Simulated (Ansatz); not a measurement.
Base system: HfSi₂ (space group Cmcm, No. 63; a = 3.6828 Å, b = 14.5980 Å, c = 3.6582 Å).

The values are results of PBE, PAW, 420 eV (Ansatz, an electronic-structure program; no spin-orbit coupling), not measurements.

One change was made to it. Results:

| quantity | base | after |
|---|---|---|
| density | 7.93 g/cm³ | 8.19 g/cm³ |
| shortest interatomic distance | 2.421 Å | 2.407 Å |
| band gap | zero | zero |

Question: Name the change that was made.
A. pressure 4.5 GPa
B. pressure 9 GPa
C. pressure 0.9 GPa

Answer: A, pressure 4.5 GPa. For comparison, the density in the other runs: pressure 9 GPa gives 8.44 g/cm³; pressure 0.9 GPa gives 7.98 g/cm³.

Load acts through the strain it causes; cell and atoms are relaxed under it. No phonon test of stability was made. Competing high-pressure phases were not computed. The final runs are not spin-polarised.
